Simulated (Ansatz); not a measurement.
Al on the (0001) surface of wurtzite GaN (2x2 Ga adatom at T4; a constructed slab, bottom: 3 H on 4 bottom sites), one in a cell of 36 Å², energies for each. Energies are against an atom of fcc Al, without zero-point or thermal terms; each row is named by its start (#2, #3: further inequivalent places of a kind).

Host crystal: wurtzite GaN, with a band gap (PBE, scalar-relativistic without spin-orbit coupling).

All values below come from PBE (plane waves to 420 eV, PAW; Ansatz, a program for electronic structure).

Set-up: 45 atoms, 13.9 Å thick at the start with caps and adatoms under the adsorbate (thin: gaps and levels are the slab's own); mesh 4x4x1; 0.01 eV smearing; dipole correction on; 23 atoms held, the rest relaxed; each run with such symmetry as its start has; spin-polarised, no spin-orbit, no U, no dispersion correction.

A negative adsorption energy means that the adsorbate is more stable on the surface than in its reference. Starts that drift may end in the same place. Heights count from the host atoms within 0.3 Å of the top one. Moments of ungapped slabs depend on the mesh.

| starting site | E_ads (eV) | height (Å) | nearest host atom (Å) | bonded to | change of the vacuum step (eV) | lateral drift (Å) | moment (μB) |
|---|---|---|---|---|---|---|---|
| top Ga | 1.82 | 2.46 | Ga 2.46 | Ga | -0.63 | 0.0 | 0.9 |
| over Ga at depth 1.7 Å | 1.08 | 0.51 | Ga 2.64 | 2 Ga | 0.30 | 0.7 | 0.1 |
| over Ga at depth 1.7 Å #2 | 1.08 | 0.53 | Ga 2.60 | 2 Ga | 0.28 | 0.6 | 0.0 |
| hollow Ga-Ga-Ga | ___ | -0.41 | Ga 2.73 | 3 Ga | -0.17 | 0.0 | 0.1 |
| hollow Ga-Ga-Ga over Ga at depth 2.1 Å | ___ | 0.66 | Ga 2.58 | Ga | -0.43 | 0.0 | 1.0 |

**Question.** Complete the blanks.

**Answer.** 
- hollow Ga-Ga-Ga, E_ads (eV): 0.91
- hollow Ga-Ga-Ga over Ga at depth 2.1 Å, E_ads (eV): 1.29
